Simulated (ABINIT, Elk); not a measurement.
An ABINIT input for a self-consistent single point of SrMg₅ (P-6m2, 6 atoms in the cell) (DFT, PBEsol, plane waves, norm-conserving pseudopotentials (PseudoDojo nc-sr-04 PBEsol standard)):

```
# SrMg5, PseudoDojo nc-sr-04 PBEsol standard
pp_dirpath "./"
pseudos "Sr.upf, Mg.upf"
acell 3*1.0
rprim
         6.6555774510    0.0000000384    0.0000000000
        -3.3277887587    5.7638991302    0.0000000000
         0.0000000000    0.0000000000   29.0586776663
natom 6
ntypat 2
znucl 38 12
typat 1 2 2 2 2 2
xcart
         1.7609899504    1.0167080354    0.0000000000
         0.0000000000    0.0000000000   12.4123139961
         0.0000000000    0.0000000000    2.9648760039
         1.7609899504    1.0167080354   10.0583737509
         1.7609899504    1.0167080354    5.3188162491
         0.0000000000    0.0000000000    7.6885950000
      Angstrom
ecut 84 Ry
ixc -116133
occopt 7
tsmear 0.00499791
nband 39
kptopt 1
ngkpt 7 7 2
nshiftk 1
shiftk 0 0 0
nstep 100
tolvrs 1.0e-10
prtwf 0
prtden 0
```

Problem. Write the same calculation as an input for Elk.

Solution. One input that does it (others would too):

```
tasks
  0

xctype
  22

rgkmax
  7.5

gmaxvr
  14.0

nxlo
  2

lorbcnd
  .true.

lmaxi
  2

stype
  0

swidth
  0.00499791

scale
  1.889726125

avec
    3.5219799125    0.0000000203    0.0000000000
   -1.7609899738    3.0501240657    0.0000000000
    0.0000000000    0.0000000000   15.3771900000

sppath
  './'

atoms
  2   : nspecies
  'Sr.in'   : spfname
  1   : natoms; atposl, bfcmt below
  0.6666666667  0.3333333333  0.0000000000    0.0 0.0 0.0
  'Mg.in'   : spfname
  5   : natoms; atposl, bfcmt below
  0.0000000000  0.0000000000  0.8071900000    0.0 0.0 0.0
  0.0000000000  0.0000000000  0.1928100000    0.0 0.0 0.0
  0.6666666667  0.3333333333  0.6541100000    0.0 0.0 0.0
  0.6666666667  0.3333333333  0.3458900000    0.0 0.0 0.0
  0.0000000000  0.0000000000  0.5000000000    0.0 0.0 0.0

ngridk
  7 7 2
```

Basis, cutoffs, solver keys and any potentials are the target program's own. This input uses DFT, PBEsol, all-electron FP-LAPW, Elk's shipped species files, APW+lo basis with extra local orbitals.

The starting cell comes from a database of computed structures (which also holds hypothetical and non-ambient phases and stackings), without a prior relaxation at this level.
